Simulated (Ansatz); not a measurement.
**SiC under a change: uniaxial strain ε_zz = −1.20 %**

Start from SiC in the wurtzite structure (space group P6_3mc, No. 186; a = 3.056 Å, c = 5.016 Å). Axes: x lies along a and z along c of the hexagonal cell.

It is then changed as follows: uniaxial strain ε_zz = −1.20 %, all other strain components held at zero, atoms relaxed at fixed cell.

Method: LDA (Ansatz, a quantum-chemistry and plane-wave program, PAW, without spin-orbit coupling). Settings: 12×12×7 k-points, 0.05 eV Fermi–Dirac smearing.

Volume per atom: 10.02 Å³ (base 10.14 Å³)
Shortest interatomic distance: 1.867 Å (base 1.871 Å)
Energy relative to the base (free energy F): +2.6 meV/atom
Pressure (mean of the normal stresses, compression positive): 2.82 GPa (base 0.00 GPa)
Band gap: 2.20 eV (an upper bound: an edge found on the path is not a true extremum; the changed cell) (base 2.13 eV)
Stress (xx, yy, zz, yz, xz, xy; compression positive): (0.76, 0.76, 6.93, 0.00, 0.00, 0.00) GPa

Final structure:

```
CELL_PARAMETERS angstrom
      3.05640     0.00000     0.00000
     -1.52820     2.64692     0.00000
      0.00000     0.00000     4.95563
ATOMIC_POSITIONS crystal
  Si 0.33333 0.66667 0.99888
  Si 0.66667 0.33333 0.49888
  C  0.33333 0.66667 0.37612
  C  0.66667 0.33333 0.87612
```

Stability against distortions was not tested.
